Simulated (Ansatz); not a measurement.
# Re: pressure 15 GPa

The parent structure is Re in the hcp (Mg type) structure (space group P6_3/mmc, No. 194; a = 2.775 Å, c = 4.483 Å).

Perturbation: cell and atoms relaxed at a pressure of 15 GPa.

Method: PBE in Ansatz (plane waves to 420 eV, PAW, no spin-orbit coupling). k-mesh 19×19×11 (Γ-centred); smearing 0.05 eV (Fermi–Dirac).

The density increases by 0.80 g/cm³, from 20.68 g/cm³ to 21.48 g/cm³ and the lattice parameter a falls by 0.035 Å to 2.740 Å. The c/a ratio stays 1.615 and the shortest interatomic distance shrinks by 0.0346 Å to 2.721 Å. The enthalpy H = E + PV relative to the base's energy is +1.37 eV/atom and the band gap is still zero.

Cost of the whole job for the changed cell (relaxation, final SCF and bands): about 29 core-seconds (a rough figure).

Load acts through the strain it causes; cell and atoms are relaxed under it. Whether these cells are dynamically stable was not tested. No other phases were tried under pressure. The final runs are not spin-polarised.

Ansatz is a program for electronic structure.
